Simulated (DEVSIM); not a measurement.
Device: Al/Si3N4/p-Ge capacitor, at 400 K.

| layer (left to right) | material | thickness (nm) | Na (cm⁻³) |
|---|---|---|---|
| 1 | Si3N4 | 29.0 | - |
| 2 | Ge | 800 | 5.5e16 |

Metal gate on the left, work function 4.1 eV. Fixed charge at the semiconductor interface 0 cm⁻² (in units of +e); no interface traps.

Constants are typed, rounded textbook-type inputs, not results; the design itself was drawn at random and stands for no fabricated device. Values at 300 K; Nc and Nv go as T^1.5, mobilities as T to minus their exponent, the gap by Varshni's rule with the affinity fixed.

| parameter | Si3N4 | Ge |
|---|---|---|
| gap (eV) | 5.1 | 0.664 |
| affinity (eV) | 2.1 | 4 |
| permittivity | 7.5 | 16 |
| Nc (cm⁻³) | - | 1.04e19 |
| Nv (cm⁻³) | - | 6e18 |
| Varshni α (eV/K) | - | 0.000477 |
| Varshni β (K) | - | 235 |

Simulated with DEVSIM: 1D Poisson equation in equilibrium, Boltzmann statistics, complete ionisation; no quantum confinement or tunnelling. Metal contacts follow the ideal Schottky-Mott rule: no Fermi-level pinning, no interface dipoles.

Task: Tabulate band edges, carrier densities and field at 0.6 V on the gate.

Result: Energies count from the Fermi level of the right contact; mesh points crowd at the junctions.

```json
[
 {"x (μm)": "0.000", "Ec (eV)": "1.400", "Ev (eV)": "-3.700", "n (cm⁻³)": "< 1e2", "p (cm⁻³)": "< 1e2", "field (V/cm)": "210000"},
 {"x (μm)": "0.001244", "Ec (eV)": "1.426", "Ev (eV)": "-3.674", "n (cm⁻³)": "< 1e2", "p (cm⁻³)": "< 1e2", "field (V/cm)": "210000"},
 {"x (μm)": "0.003713", "Ec (eV)": "1.478", "Ev (eV)": "-3.622", "n (cm⁻³)": "< 1e2", "p (cm⁻³)": "< 1e2", "field (V/cm)": "210000"},
 {"x (μm)": "0.008922", "Ec (eV)": "1.587", "Ev (eV)": "-3.514", "n (cm⁻³)": "< 1e2", "p (cm⁻³)": "< 1e2", "field (V/cm)": "210000"},
 {"x (μm)": "0.02007", "Ec (eV)": "1.820", "Ev (eV)": "-3.280", "n (cm⁻³)": "< 1e2", "p (cm⁻³)": "< 1e2", "field (V/cm)": "210000"},
 {"x (μm)": "0.02513", "Ec (eV)": "1.925", "Ev (eV)": "-3.175", "n (cm⁻³)": "< 1e2", "p (cm⁻³)": "< 1e2", "field (V/cm)": "210000"},
 {"x (μm)": "0.02768", "Ec (eV)": "1.979", "Ev (eV)": "-3.121", "n (cm⁻³)": "< 1e2", "p (cm⁻³)": "< 1e2", "field (V/cm)": "210000"},
 {"x (μm)": "0.02926", "Ec (eV)": "0.109", "Ev (eV)": "-0.515", "n (cm⁻³)": "6.9e17", "p (cm⁻³)": "3.0e12", "field (V/cm)": "96000"},
 {"x (μm)": "0.03083", "Ec (eV)": "0.123", "Ev (eV)": "-0.501", "n (cm⁻³)": "4.6e17", "p (cm⁻³)": "4.5e12", "field (V/cm)": "85000"},
 {"x (μm)": "0.03414", "Ec (eV)": "0.148", "Ev (eV)": "-0.476", "n (cm⁻³)": "2.2e17", "p (cm⁻³)": "9.3e12", "field (V/cm)": "71000"},
 {"x (μm)": "0.04156", "Ec (eV)": "0.194", "Ev (eV)": "-0.430", "n (cm⁻³)": "5.7e16", "p (cm⁻³)": "3.6e13", "field (V/cm)": "56000"},
 {"x (μm)": "0.06441", "Ec (eV)": "0.300", "Ev (eV)": "-0.324", "n (cm⁻³)": "2.7e15", "p (cm⁻³)": "7.6e14", "field (V/cm)": "38000"},
 {"x (μm)": "0.1048", "Ec (eV)": "0.404", "Ev (eV)": "-0.220", "n (cm⁻³)": "1.3e14", "p (cm⁻³)": "1.6e16", "field (V/cm)": "15000"},
 {"x (μm)": "0.1897", "Ec (eV)": "0.446", "Ev (eV)": "-0.178", "n (cm⁻³)": "3.8e13", "p (cm⁻³)": "5.3e16", "field (V/cm)": "610"},
 {"x (μm)": "0.4677", "Ec (eV)": "0.447", "Ev (eV)": "-0.177", "n (cm⁻³)": "3.7e13", "p (cm⁻³)": "5.5e16", "field (V/cm)": "≈ 0"},
 {"x (μm)": "0.6579", "Ec (eV)": "0.447", "Ev (eV)": "-0.177", "n (cm⁻³)": "3.7e13", "p (cm⁻³)": "5.5e16", "field (V/cm)": "≈ 0"},
 {"x (μm)": "0.7482", "Ec (eV)": "0.447", "Ev (eV)": "-0.177", "n (cm⁻³)": "3.7e13", "p (cm⁻³)": "5.5e16", "field (V/cm)": "≈ 0"},
 {"x (μm)": "0.7925", "Ec (eV)": "0.447", "Ev (eV)": "-0.177", "n (cm⁻³)": "3.7e13", "p (cm⁻³)": "5.5e16", "field (V/cm)": "≈ 0"},
 {"x (μm)": "0.8160", "Ec (eV)": "0.447", "Ev (eV)": "-0.177", "n (cm⁻³)": "3.7e13", "p (cm⁻³)": "5.5e16", "field (V/cm)": "≈ 0"},
 {"x (μm)": "0.8235", "Ec (eV)": "0.447", "Ev (eV)": "-0.177", "n (cm⁻³)": "3.7e13", "p (cm⁻³)": "5.5e16", "field (V/cm)": "≈ 0"},
 {"x (μm)": "0.8270", "Ec (eV)": "0.447", "Ev (eV)": "-0.177", "n (cm⁻³)": "3.7e13", "p (cm⁻³)": "5.5e16", "field (V/cm)": "≈ 0"},
 {"x (μm)": "0.8290", "Ec (eV)": "0.447", "Ev (eV)": "-0.177", "n (cm⁻³)": "3.7e13", "p (cm⁻³)": "5.5e16", "field (V/cm)": "≈ 0"}
]
```
